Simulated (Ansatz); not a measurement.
Results of PBEsol (Ansatz, a program for electronic structure, PAW) for fluorite PtAl₂.

Settings: plane-wave cutoff 560 eV, 12×12×12 k mesh, Fermi–Dirac smearing 0.1 eV, perturbation theory, scalar-relativistic PAW data made under PBE.

Computed at the level's own relaxed cell.

Harmonic phonon frequencies (cm⁻¹; i marks an imaginary mode):

```csv
q point,frequencies
Γ,0 0 0 238 238 238 296 296 296
X,104 104 137 208 232 232 308 308 326
L,70 70 137 268 268 271 271 271 276
W,79 115 115 209 230 274 274 308 330
```

No imaginary mode appears at these points.
